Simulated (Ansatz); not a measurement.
Amorphous Hf$_{18}$O$_{35}$N, 54 atoms at 9.02 g/cm³, one PBE-relaxed geometry, zone centre. Methods: PBE, scalar-relativistic without spin-orbit coupling (Ansatz, a program for electronic structure); r2SCAN, scalar-relativistic without spin-orbit coupling (Ansatz); HSE06, scalar-relativistic without spin-orbit coupling (Ansatz). Plane waves to 420 eV (r2SCAN 500 eV); exact exchange is cut at the cell's faces. The usual formal charges leave 1 holes over, so the level spacing at the Fermi energy parts defect or band states and needn't be the band gap. In the spin-polarised cell the level spacing at the Fermi energy can part levels of unlike spin. At PBE the levels at both edges of the gap are localised (band-tail or defect states), and the nearest spread-out levels lie 4.2 eV apart at the zone centre.

A CHGNet melt-quench gave the starting glass, which DFT then relaxed. O and N atoms were pushed apart under 1.9 Å during the dynamics, to hinder bonds among them. The hot cell started wider than the set density and was brought back towards it in steps. It is the lowest in DFT energy of 2 quenches. It is a model cell: composition and starting density were chosen by hand, and all elements were melted together. No dispersion term was used. Its density started from a set value of 9.02 and ended at 9.02 g/cm³. The simulated quench (nominally 380 K/ps over its main leg) is rapid and tends to freeze in more defects than a deposited or slowly cooled glass has. A cell of this size samples the disorder only roughly. The volume was held where the preparation left it, at a PBE pressure of -4.6 GPa (tension). Stress components on the final sampling reach 6.6 GPa. On a 2×2×2 Γ-centred mesh force components of up to 0.15 eV/Å stay, since the relaxation ran on the zone centre alone.

The relaxation ran on the zone centre alone. At PBE the level spacing at the Fermi energy is 1.26 eV on a 2×2×2 Γ-centred mesh, and the spacing at the zone centre alone 1.44 eV.

What zone-centre spacing does r2SCAN give, roughly?

2.14 eV (+0.71 eV against PBE).

What zone-centre spacing does HSE06 give, roughly?

3.18 eV (+1.75 eV against PBE).

The highest filled and the lowest empty state spread over these numbers of atoms (participation numbers): PBE: 4.7 and 2.7; r2SCAN: 4.6 and 2.8; HSE06: 4.2 and 2.8.
